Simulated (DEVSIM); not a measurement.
Device: Co/SiON/SiO2/n-Si capacitor, at 300 K.

| layer (left to right) | material | thickness (nm) | Nd (cm⁻³) |
|---|---|---|---|
| 1 | SiON | 18.0 | - |
| 2 | SiO2 | 0.780 | - |
| 3 | Si | 1200 | 2.3e17 |

Metal gate on the left, work function 5 eV. Fixed charge at the semiconductor interface 1.3e11 cm⁻² (in units of +e); interface traps 4.1e10 cm⁻² eV⁻¹, uniform in energy, neutral level at 0.5 of the gap above the valence band.

This is a model device: material constants are rounded textbook-type values typed into the input, and sizes, dopings and lifetimes were drawn at random. Values at 300 K.

```
parameter      SiON  SiO2       Si
-------------  ----  ----  -------
gap (eV)          7     9    1.124
affinity (eV)   1.4   0.9     4.05
permittivity    5.5   3.9     11.7
Nc (cm⁻³)         -     -  2.86e19
Nv (cm⁻³)         -     -   3.1e19
```

Model (solved in DEVSIM): 1D Poisson equation in equilibrium, Boltzmann statistics, complete ionisation; no quantum confinement or tunnelling. Metal contacts follow the ideal Schottky-Mott rule: no Fermi-level pinning, no interface dipoles.

Base results: capacitance of the dielectric stack (μF/cm²) 0.255; minimum of the low-frequency capacitance (μF/cm²) 0.102; flat-band voltage (V) 0.75.

What follows from this one change: substrate doping 2.3e+17 → 2.3e+16 cm^-3?

capacitance of the dielectric stack little changed (0.255 μF/cm²); minimum of the low-frequency capacitance 0.102 → 0.0510 μF/cm²; flat-band voltage 0.75 → 0.69 V.

What follows from this one change: SiON thickness 0.018 → 0.0072 μm?

capacitance of the dielectric stack 0.255 → 0.587 μF/cm²; minimum of the low-frequency capacitance 0.102 → 0.132 μF/cm²; flat-band voltage 0.75 → 0.79 V.

What follows from this one change: gate work function 5 → 5.15 eV?

capacitance of the dielectric stack little changed (0.255 μF/cm²); minimum of the low-frequency capacitance little changed (0.102 μF/cm²); flat-band voltage 0.75 → 0.90 V.
